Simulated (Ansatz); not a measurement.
System: BeS (model structure, started from the NiAs type, P6₃/mmc, No. 194, 4 atoms in the cell). Method: r²SCAN (Ansatz, an electronic-structure program, PAW).

Settings: plane-wave cutoff 560 eV, 12×12×8 k mesh (along the axes of the cell as run), Fermi–Dirac smearing 0.01 eV, scalar-relativistic PAW data made under PBE.

Cell (relaxed at this level):

```xyz
4
Lattice="3.3002 0.0000 0.0000 -1.6501 2.8581 0.0000 0.0000 0.0000 5.2553" Properties=species:S:1:pos:R:3 pbc="T T T"
Be     0.0000     0.0000     0.0000
Be     0.0000     0.0000     2.6276
S      0.0000     1.9054     1.3138
S      1.6501     0.9527     3.9415
```

Task: Estimate the band gap and bulk modulus B0 that the calculation returns.

Result: 
- band gap: 1.81 eV (on the SCF k mesh)
- bulk modulus B0: 112 GPa

Note: the bulk modulus is −V dP/dV from two relaxed cells at ±2 % in volume; the relaxation could raise the start's symmetry but not lower it, so the cell can be a saddle point.

Computed values are for the static lattice.

Cost on a shared machine: very roughly 30 core-seconds.

A model structure was made by putting elements into a prototype or built by hand; it is no filed structure, need not be a known phase, and can be a saddle point held by its symmetry.
